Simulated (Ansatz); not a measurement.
The starting structures come from a database of crystals and need not be the phases stable at ambient conditions.

 Where the default PAW files enter, the runs use the earlier of Ansatz's two default sets.

The decay constant κ of evanescent states in the gap governs leakage through a thin film.

Here is the system:

```
AlP
1.0
    3.94075     0.00000     0.00000
   -1.97037     3.41279     0.00000
    0.00000     0.00000     6.46827
Al P
2 2
Direct
  0.33333   0.66667   0.00007
  0.66667   0.33333   0.50007
  0.33333   0.66667   0.37493
  0.66667   0.33333   0.87493
```

Space group of this cell: P6_3mc, wurtzite. The cell is strained (all lengths scaled by 1.02); by PBEsol its mean pressure is -4.7 GPa.

Transport runs along the normal of the first two printed cell vectors, the (001) plane of the conventional cell.

The gap is the functional's own. No spin-orbit coupling. Mid-gap values are interpolated on the energy grid.

Q: Compute, with Ansatz (a first-principles code) with PBEsol, the band gap and the smallest decay constant κ at mid-gap.

A: Gap 1.88 eV on a 12×12×6 mesh; κ = 0.146 1/Å, at the zone centre.
